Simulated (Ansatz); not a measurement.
Amorphous Al28O45B2, 75 atoms at 3.01 g/cm³, one PBE-relaxed geometry, zone centre. Methods: PBE, scalar-relativistic without spin-orbit coupling (Ansatz, an electronic-structure program); r2SCAN, scalar-relativistic without spin-orbit coupling (Ansatz); HSE06, scalar-relativistic without spin-orbit coupling (Ansatz). Plane waves to 420 eV (r2SCAN 500 eV); exact exchange is cut at the cell's faces. At PBE the levels at the filled edge of the gap are localised (band-tail or defect states), and the nearest spread-out levels lie 4.2 eV apart at the zone centre. All rungs ran without spin polarisation.

A CHGNet melt-quench gave the starting glass, which DFT then relaxed. O atoms were pushed apart under 1.9 Å during the dynamics, to hinder bonds among them. The hot cell started wider than the set density and was brought back towards it in steps. It is the lowest in DFT energy of 2 quenches. It is a model cell: composition and starting density were chosen by hand, and all elements were melted together. No dispersion term was used. Its density started from a set value of 3.01 and ended at 3.01 g/cm³. The simulated quench (nominally 340 K/ps over its main leg) is rapid and tends to freeze in more defects than a deposited or slowly cooled glass has. A cell of this size samples the disorder only roughly. The volume was held where the preparation left it, at a PBE pressure of 1.8 GPa. Stress components on the final sampling reach 4.0 GPa.

The relaxation ran on the zone centre alone. At PBE the level gap is 3.26 eV on a 2×2×2 Γ-centred mesh, and the spacing at the zone centre alone 3.25 eV.

Task: What zone-centre spacing does r2SCAN give, roughly?

Result: 3.84 eV (+0.59 eV against PBE).

Task: What zone-centre spacing does HSE06 give, roughly?

Result: 4.91 eV (+1.66 eV against PBE).

The highest filled and the lowest empty state spread over these numbers of atoms (participation numbers): PBE: 3.7 and 48.8; r2SCAN: 3.7 and 47.5; HSE06: 3.6 and 47.2.
